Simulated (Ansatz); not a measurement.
**RuAl2 (Fddd, No. 70, 6 atoms in the cell; start mp-10910)**

Level of theory: PBEsol+SOC in Ansatz (PAW).

Numerical settings: plane-wave cutoff 520 eV, 10×10×10 k mesh, Fermi–Dirac smearing 0.01 eV, PAW data made under PBE.

Cell (relaxed with PBEsol):

```
Al2Ru
1.0
    0.00000     3.98763     4.38496
    2.35058     0.00000     4.38496
    2.35058     3.98763     0.00000
Al Ru
4 2
Direct
  0.07895   0.42105   0.07895
  0.42105   0.07895   0.42105
  0.17105   0.82895   0.17105
  0.82895   0.17105   0.82895
  0.75000   0.75000   0.75000
  0.50000   0.50000   0.50000
```

```json
{
 "band_gap": "0.07 eV (indirect)",
 "smallest_direct_gap_on_the_k_points_sampled": "1.21 eV",
 "Γ–Γ gap": "1.68 eV"
}
```

The computed numbers hold no vibrational or temperature effects.

It cost very roughly 10 core-minutes of CPU time.

A start named mp-… is a Materials Project structure, which need not be a measured phase.

Ansatz is an electronic-structure program.
